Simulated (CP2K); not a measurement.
## Worked example: self-consistent single point of C3N4 (R3m, 7 atoms in the cell) in CP2K

Computed with CP2K with LDA (Pade form), GPW, DZVP-MOLOPT-SR-GTH basis, GTH-PADE potentials (GTH_POTENTIALS).

The input file:

```
&GLOBAL
  PROJECT calc
  RUN_TYPE ENERGY_FORCE
  PRINT_LEVEL MEDIUM
&END GLOBAL
&FORCE_EVAL
  METHOD Quickstep
  STRESS_TENSOR ANALYTICAL
  &DFT
    BASIS_SET_FILE_NAME BASIS_MOLOPT
    POTENTIAL_FILE_NAME GTH_POTENTIALS
    &QS
      METHOD GPW
      EPS_DEFAULT 1E-10
    &END QS
    &MGRID
      CUTOFF 400
      REL_CUTOFF 50
      NGRIDS 4
    &END MGRID
    &SCF
      SCF_GUESS ATOMIC
      EPS_SCF 1E-7
      MAX_SCF 100
      ADDED_MOS 6
      &DIAGONALIZATION
        ALGORITHM STANDARD
      &END DIAGONALIZATION
      &MIXING
        METHOD BROYDEN_MIXING
        ALPHA 0.3
        NBUFFER 10
      &END MIXING
      &SMEAR ON
        METHOD FERMI_DIRAC
        ELECTRONIC_TEMPERATURE [K] 116.05
      &END SMEAR
    &END SCF
    &KPOINTS
      SCHEME MONKHORST-PACK 6 6 6
      GAMMA_CENTERED T
    &END KPOINTS
    &XC
      &XC_FUNCTIONAL PADE
      &END XC_FUNCTIONAL
    &END XC
    &PRINT
      &MO
        EIGENVALUES T
        OCCUPATION_NUMBERS T
        NDIGITS 8
        FILENAME mo
        &EACH
          QS_SCF 0
        &END EACH
        ADD_LAST NUMERIC
      &END MO
      &MULLIKEN ON
      &END MULLIKEN
    &END PRINT
  &END DFT
  &SUBSYS
    &CELL
      A 4.56851900 0.00000000 0.00000000
      B 2.00123800 4.10687400 0.00000000
      C 2.00123800 1.25101000 3.91169900
      PERIODIC XYZ
    &END CELL
    &COORD
      SCALED
      C        0.49006500     0.49006500     0.01933000
      C        0.01933000     0.49006500     0.49006500
      C        0.49006500     0.01933000     0.49006500
      N        0.65970000     0.17012000     0.17012000
      N        0.17012000     0.65970000     0.17012000
      N        0.17012000     0.17012000     0.65970000
      N        0.66560300     0.66560300     0.66560300
    &END COORD
    &KIND C
      BASIS_SET DZVP-MOLOPT-SR-GTH-q4
      POTENTIAL GTH-PADE-q4
    &END KIND
    &KIND N
      BASIS_SET DZVP-MOLOPT-SR-GTH-q5
      POTENTIAL GTH-PADE-q5
    &END KIND
  &END SUBSYS
  &PRINT
    &FORCES ON
    &END FORCES
    &STRESS_TENSOR ON
    &END STRESS_TENSOR
  &END PRINT
&END FORCE_EVAL
```

Log, with long lists cut:

```
 GLOBAL| Method name                                                        CP2K
 GLOBAL| Project name                                                       calc
 GLOBAL| Run type                                                   ENERGY_FORCE

 CELL| Volume [angstrom^3]:                                            73.392595
 CELL| Vector a [angstrom]:       4.569     0.000     0.000   |a| =     4.568519
 CELL| Vector b [angstrom]:       2.001     4.107     0.000   |b| =     4.568519
 CELL| Vector c [angstrom]:       2.001     1.251     3.912   |c| =     4.568519
 CELL| Angle (b,c), alpha [degree]:                                    64.020497
 CELL| Angle (a,c), beta  [degree]:                                    64.020497
 CELL| Angle (a,b), gamma [degree]:                                    64.020496
 CELL| Numerically orthorhombic:                                              NO
 CELL| Periodicity                                                           XYZ

 DFT| Spin restricted Kohn-Sham (RKS) calculation                            RKS
 DFT| Multiplicity                                                             1
 DFT| Number of spin states                                                    1
 DFT| Charge                                                                   0
 DFT| XC density smoothing                                                  NONE
 DFT| XC derivatives                                                          PW

 QS| Method:                                                                 GPW
 QS| Density plane wave grid type                        NON-SPHERICAL FULLSPACE
 QS| Number of grid levels:                                                    4
 QS| Density cutoff [a.u.]:                                                200.0
 QS| Multi grid cutoff [a.u.]: 1) grid level                               200.0
   [... lines left out ...]
 BRILLOUIN| Wavefunction type                                            COMPLEX
 BRILLOUIN| List of Kpoints [2 Pi/Bohr]                                      112
 BRILLOUIN| Number           Weight            X              Y              Z
 BRILLOUIN|     1           0.00926       -0.33333       -0.33333       -0.33333
 BRILLOUIN|     2           0.00926       -0.33333       -0.33333       -0.16667
 BRILLOUIN|     3           0.00926       -0.33333       -0.33333        0.00000
   [... 109 lines left out ...]
 *******************************************************************************

 Extrapolation method: initial_guess

 Re-scaling the density matrix to get the right number of electrons
                  # Electrons              Trace(P)               Scaling factor
                           32                32.000                        1.000

 Number of electrons:                                                         32
 Number of occupied orbitals:                                                 16
 Number of molecular orbitals:                                                22

 Number of orbital functions:                                                 91
 Number of independent orbital functions:                                     91
 SCF WAVEFUNCTION OPTIMIZATION

  Step     Update method      Time    Convergence         Total energy    Change
     1 NoMix/Diag. 0.30E+00      -     1.05595277       -56.9408486903 -5.69E+01
     2 Broy./Diag. 0.30E+00      -     0.26093453       -54.2956641726  2.65E+00
     3 Broy./Diag. 0.30E+00      -     0.05810043       -56.2092665320 -1.91E+00
     4 Broy./Diag. 0.30E+00      -     0.02257647       -56.8000785782 -5.91E-01
     5 Broy./Diag. 0.30E+00      -     0.00749775       -56.9216819577 -1.22E-01
     6 Broy./Diag. 0.30E+00      -     0.00230767       -56.8989440288  2.27E-02
     7 Broy./Diag. 0.30E+00      -     0.00118853       -56.8618447297  3.71E-02
   [... 2 lines left out ...]
    10 Broy./Diag. 0.30E+00      -     0.00000688       -56.8584396743 -4.29E-04
    11 Broy./Diag. 0.30E+00      -     0.00000135       -56.8584849083 -4.52E-05
    12 Broy./Diag. 0.30E+00      -     0.00000196       -56.8584474212  3.75E-05
    13 Broy./Diag. 0.30E+00      -     0.00000017       -56.8584318411  1.56E-05
    14 Broy./Diag. 0.30E+00      -     0.00000010       -56.8584343856 -2.54E-06
  *** SCF run converged in    14 steps ***

  Electronic density on regular grids:        -31.9999999977        0.0000000023
  Core density on regular grids:               31.9999999981       -0.0000000019
  Total charge density on r-space grids:        0.0000000004
  Total charge density g-space grids:           0.0000000004

  Overlap energy of the core charge distribution:               0.00000101100572
  Self energy of the core charge distribution:               -136.36715211081236
  Core Hamiltonian energy:                                     40.90566105024025
  Hartree energy:                                              53.67178681189483
  Exchange-correlation energy:                                -15.06873114791718
  Electronic entropic energy:                                  -0.00000000000000
  Fermi energy:                                                 0.13655413801826

  Total energy:                                               -56.85843438558875
  Total energy (extrapolated to T->0):                        -56.85843438558875

                     Mulliken Population Analysis

 #  Atom  Element  Kind  Atomic population                           Net charge
       1     C        1          3.851663                              0.148337
       2     C        1          3.851663                              0.148337
       3     C        1          3.851663                              0.148337
       4     N        2          5.123217                             -0.123217
       5     N        2          5.123218                             -0.123218
       6     N        2          5.123218                             -0.123218
       7     N        2          5.075358                             -0.075358
 # Total charge                             32.000000                  0.000000

 ENERGY| Total FORCE_EVAL ( QS ) energy [hartree]            -56.858435421007485

 FORCES| Atomic forces [hartree/bohr]
 FORCES|   Atom     x               y               z               |f|
 FORCES|      1 -3.21700286E-03 -2.01101607E-03  9.70652991E-03   1.04216129E-02
 FORCES|      2  6.35112068E-03 -6.67347645E-03 -4.87220175E-03   1.04216300E-02
 FORCES|      3 -3.21699646E-03  8.63264962E-03 -4.87221724E-03   1.04216221E-02
 FORCES|      4 -1.28301413E-02  1.31864116E-02  9.62719614E-03   2.07647991E-02
 FORCES|      5  6.23367543E-03 -1.73099676E-02  9.62720865E-03   2.07647980E-02
 FORCES|      6  6.23366766E-03  3.89680155E-03 -1.94199183E-02   2.07647996E-02
 FORCES|      7  5.38020042E-04  3.36322827E-04  2.45546985E-04   6.80346920E-04
 FORCES| Sum     9.23431784E-05  5.77254158E-05  4.21443619E-05
 FORCES| Total atomic force                                       1.16771715E-04

 STRESS| Analytical stress tensor [bar]
 STRESS|                        x                   y                   z
 STRESS|      x       -9.03826860840E+04   7.58115673541E+04   5.53488518715E+04
 STRESS|      y        7.58115673541E+04  -1.64267154155E+05   3.45997584490E+04
 STRESS|      z        5.53488518715E+04   3.45997584490E+04  -1.86398070304E+05
 STRESS| 1/3 Trace                                            -1.47015970181E+05
```

The run converged in 14 iterations.

The starting cell comes from a database of computed structures (which also holds hypothetical and non-ambient phases and stackings), without a prior relaxation at this level. Its lattice was rescaled by a random factor within 2.5 % of one. Values carry the incompleteness of an atom-centred basis. With a pressure of about -15 GPa the cell is away from its equilibrium volume at this level. Forces in this geometry exceed 1 eV/Å.

Cost on one core of a shared machine: roughly 30 s.
